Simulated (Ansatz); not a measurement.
## B4C, pressure series

The reference is B4C (space group Cm, No. 8; a cell from a computed database, its experimental status unchecked).

```xyz
15
Lattice="4.3713 -2.7898 0.0000 4.3713 2.7898 0.0000 -2.4174 0.0000 4.4083" Properties=species:S:1:pos:R:3 pbc="T T T"
B      2.2726     0.0000     3.6957
B      4.6257    -0.8980     2.1335
B      4.6257     0.8980     2.1335
B      1.6771     0.9067     2.2282
B      1.6771    -0.9067     2.2282
B      2.2474     0.0000     0.7972
B      4.0661     0.0000     3.5792
B      3.1924    -1.4200     3.0641
B      3.1924     1.4200     3.0641
B      3.1188     1.4331     1.3172
B      3.1188    -1.4331     1.3172
B     -2.3846     0.0000     4.3549
C      3.9757     0.0000     0.7743
C     -1.0323     0.0000     3.8851
C      7.4299     0.0000     0.4566
```

Cell and atoms are relaxed at each pressure.

Calculations: Ansatz (a first-principles code), PBEsol, PAW, cutoff 420 eV, spin-orbit coupling left out.

Notes on the quantities. enthalpy: H = E + PV relative to the base's energy.

```tsv
case	density	enthalpy
base	2.56 g/cm³	–
pressure −2 GPa	2.54 g/cm³	-0.09 eV/atom
pressure −1 GPa	2.55 g/cm³	-0.04 eV/atom
pressure 0.3 GPa	2.56 g/cm³	+0.01 eV/atom
pressure 0.7 GPa	2.57 g/cm³	+0.03 eV/atom
pressure 1.5 GPa	2.58 g/cm³	+0.07 eV/atom
pressure 3 GPa	2.59 g/cm³	+0.13 eV/atom
pressure 5 GPa	2.61 g/cm³	+0.22 eV/atom
pressure 7.5 GPa	2.64 g/cm³	+0.33 eV/atom
pressure 10 GPa	2.66 g/cm³	+0.44 eV/atom
```

Load acts through the strain it causes; cell and atoms are relaxed under it. Stability against distortions was not tested. Competing high-pressure phases were not computed.
